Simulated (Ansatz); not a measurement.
Zn₄InGaO₇ (P6₃/mmc, No. 194, 26 atoms in the cell; start mp-1153970), treated with r²SCAN in Ansatz (plane waves, PAW).

The input as run:

Ansatz 0.2 input:
```yaml
crystal:
  lattice:
    - [3.2793488627, 0.0, 0.0]
    - [-1.6396744314, 2.839999423, 0.0]
    - [0.0, 0.0, 32.8232471822]
  atoms:
    - { symbol: Zn, position: [0.3333333333, 0.6666666667, 0.9072624071] }
    - { symbol: Zn, position: [0.6666666667, 0.3333333333, 0.0927375929] }
    - { symbol: Zn, position: [0.6666666667, 0.3333333333, 0.4072624071] }
    - { symbol: Zn, position: [0.3333333333, 0.6666666667, 0.5927375929] }
    - { symbol: Zn, position: [0.0, 0.0, 0.8287806511] }
    - { symbol: Zn, position: [0.0, 0.0, 0.1712193489] }
    - { symbol: Zn, position: [0.0, 0.0, 0.3287806511] }
    - { symbol: Zn, position: [0.0, 0.0, 0.6712193489] }
    - { symbol: In, position: [0.0, 0.0, 0.0] }
    - { symbol: In, position: [0.0, 0.0, 0.5] }
    - { symbol: Ga, position: [0.3333333333, 0.6666666667, 0.75] }
    - { symbol: Ga, position: [0.6666666667, 0.3333333333, 0.25] }
    - { symbol: O, position: [0.3333333333, 0.6666666667, 0.9668062991] }
    - { symbol: O, position: [0.6666666667, 0.3333333333, 0.0331937009] }
    - { symbol: O, position: [0.6666666667, 0.3333333333, 0.4668062991] }
    - { symbol: O, position: [0.3333333333, 0.6666666667, 0.5331937009] }
    - { symbol: O, position: [0.0, 0.0, 0.888647987] }
    - { symbol: O, position: [0.0, 0.0, 0.111352013] }
    - { symbol: O, position: [0.0, 0.0, 0.388647987] }
    - { symbol: O, position: [0.0, 0.0, 0.611352013] }
    - { symbol: O, position: [0.3333333333, 0.6666666667, 0.810184112] }
    - { symbol: O, position: [0.6666666667, 0.3333333333, 0.189815888] }
    - { symbol: O, position: [0.6666666667, 0.3333333333, 0.310184112] }
    - { symbol: O, position: [0.3333333333, 0.6666666667, 0.689815888] }
    - { symbol: O, position: [0.0, 0.0, 0.75] }
    - { symbol: O, position: [0.0, 0.0, 0.25] }
basis:
  ecutwfc: 560
  ecutrho_ratio: 4
  xc_grid: 3
kpoints:
  mp_grid: { grid: [12, 12, 1] }
  band_path:
    path:
      - [0.0, 0.0, 0.0]
      - [0.045455, 0.0, 0.0]
      - [0.090909, 0.0, 0.0]
      - [0.136364, 0.0, 0.0]
      - [0.181818, 0.0, 0.0]
      - [0.227273, 0.0, 0.0]
      - [0.272727, 0.0, 0.0]
      - [0.318182, 0.0, 0.0]
      - [0.363636, 0.0, 0.0]
      - [0.409091, 0.0, 0.0]
      - [0.454545, 0.0, 0.0]
      - [0.5, 0.0, 0.0]
      - [0.472222, 0.055556, 0.0]
      - [0.444444, 0.111111, 0.0]
      - [0.416667, 0.166667, 0.0]
      - [0.388889, 0.222222, 0.0]
      - [0.361111, 0.277778, 0.0]
      - [0.333333, 0.333333, 0.0]
      - [0.307692, 0.307692, 0.0]
      - [0.282051, 0.282051, 0.0]
      - [0.25641, 0.25641, 0.0]
      - [0.230769, 0.230769, 0.0]
      - [0.205128, 0.205128, 0.0]
      - [0.179487, 0.179487, 0.0]
      - [0.153846, 0.153846, 0.0]
      - [0.128205, 0.128205, 0.0]
      - [0.102564, 0.102564, 0.0]
      - [0.076923, 0.076923, 0.0]
      - [0.051282, 0.051282, 0.0]
      - [0.025641, 0.025641, 0.0]
      - [0.0, 0.0, 0.5]
      - [0.045455, 0.0, 0.5]
      - [0.090909, 0.0, 0.5]
      - [0.136364, 0.0, 0.5]
      - [0.181818, 0.0, 0.5]
      - [0.227273, 0.0, 0.5]
      - [0.272727, 0.0, 0.5]
      - [0.318182, 0.0, 0.5]
      - [0.363636, 0.0, 0.5]
      - [0.409091, 0.0, 0.5]
      - [0.454545, 0.0, 0.5]
      - [0.5, 0.0, 0.5]
      - [0.472222, 0.055556, 0.5]
      - [0.444444, 0.111111, 0.5]
      - [0.416667, 0.166667, 0.5]
      - [0.388889, 0.222222, 0.5]
      - [0.361111, 0.277778, 0.5]
      - [0.333333, 0.333333, 0.5]
      - [0.307692, 0.307692, 0.5]
      - [0.282051, 0.282051, 0.5]
      - [0.25641, 0.25641, 0.5]
      - [0.230769, 0.230769, 0.5]
      - [0.205128, 0.205128, 0.5]
      - [0.179487, 0.179487, 0.5]
      - [0.153846, 0.153846, 0.5]
      - [0.128205, 0.128205, 0.5]
      - [0.102564, 0.102564, 0.5]
      - [0.076923, 0.076923, 0.5]
      - [0.051282, 0.051282, 0.5]
      - [0.025641, 0.025641, 0.5]
    npoints: 1
hamiltonian:
  xc: r2scan
  dispersion: none
  pseudopotentials: { kind: paw }
scf:
  occupations: { method: fermi_dirac, width: 0.01 }
  convergence: { dr2_threshold: 0.0000000026 }
output:
  forces: true
  stress: true
  eigenvalues: true
  write_bands: true
```

From the output:

```
Crystal: 26 atoms, lattice volume = 305.694 Å³
Basis set: ecut = 560 eV, 9223 PW (Γ), exchange–correlation on 81×81×768 points (27 copies of the dense FFT grid, shifted against one another)
Bands: 142, of which v1, the nominal top of the filled ones, is band 116 counted from 1 (115 counted from 0)
Symmetry: 24 space group operations
Space group: P63/mmc (ITA 194), of the structure as read, at distance tolerance 6.7e-5 Å
k-points: 19 of 144
Functional: x = r2scan, c = r2scan; τ floored in thin density (d = 2e-4 eV/Å³)
SCF iter   1: F=—  HF=-53378.990456 eV  |F-HF|=—  |Δ(HF+E_count)|=         —  Δρ=1.80e-2  dr2=5.31e-1  dr2_τ=7.58e-1
SCF iter   2: F=—  HF=-53379.262205 eV  |F-HF|=—  |Δ(HF+E_count)|=   2.72e-1  Δρ=5.77e-3  dr2=8.11e-2  dr2_τ=4.03e-3
  ...
SCF iter  12: F=—  HF=-53379.240523 eV  |F-HF|=—  |Δ(HF+E_count)|=   4.14e-9  Δρ=1.03e-6  dr2=4.72e-9  dr2_τ=2.96e-10
SCF iter  13: F=-53379.240523 eV  HF=-53379.240523 eV  |F-HF|=5.82e-11  |Δ(HF+E_count)|=  8.80e-10  Δρ=5.60e-7  dr2=9.32e-10  dr2_τ=3.97e-11
SCF 1 converged in 13 iterations: F = -53379.240523 eV  dr2 = 9.32e-10
SCF converged after 13 iterations
Free energy (F): -53379.240523 eV
  ...
  atom   2  Zn     0.00000000     0.00000000     0.01087671
  atom   3  Zn     0.00000000     0.00000000    -0.01087671
  atom   4  Zn    -0.00000000    -0.00000000     0.01087671
  atom   5  Zn     0.00000000     0.00000000     0.00666591
  atom   6  Zn    -0.00000000    -0.00000000    -0.00666591
  atom   7  Zn    -0.00000000    -0.00000000     0.00666591
  atom   8  Zn     0.00000000     0.00000000    -0.00666591
  atom   9  In    -0.00000000     0.00000000    -0.00000000
  atom  10  In     0.00000000     0.00000000     0.00000000
  atom  11  Ga    -0.00000000    -0.00000000     0.00000000
  atom  12  Ga     0.00000000     0.00000000    -0.00000000
  atom  13  O     -0.00000000    -0.00000000     0.05546032
  atom  14  O      0.00000000     0.00000000    -0.05546032
  atom  15  O      0.00000000     0.00000000     0.05546032
  atom  16  O     -0.00000000    -0.00000000    -0.05546032
  atom  17  O     -0.00000000    -0.00000000    -0.00451110
  atom  18  O      0.00000000     0.00000000     0.00451110
  atom  19  O      0.00000000     0.00000000    -0.00451110
  atom  20  O     -0.00000000    -0.00000000     0.00451110
  atom  21  O      0.00000000     0.00000000    -0.08203684
  atom  22  O     -0.00000000    -0.00000000     0.08203684
  atom  23  O     -0.00000000    -0.00000000    -0.08203684
  atom  24  O      0.00000000     0.00000000     0.08203684
  atom  25  O     -0.00000000    -0.00000000     0.00000000
  atom  26  O      0.00000000     0.00000000    -0.00000000
--- Stress (GPa, compression-positive) ---
       -0.024863       0.000000      -0.000000
        0.000000      -0.024863      -0.000000
       -0.000000       0.000000      -0.029786
  P = ⅓ Tr σ = -0.0265 GPa (-0.265 kbar)
```

The PAW data were made under PBE.

Note: cell and atoms aren't relaxed at this level (largest force component 0.08 eV/Å).

It cost around 5 core-minutes (rough) of CPU time.

A start named mp-… is a Materials Project structure, which need not be a measured phase.

Ansatz is a quantum-chemistry and plane-wave program.
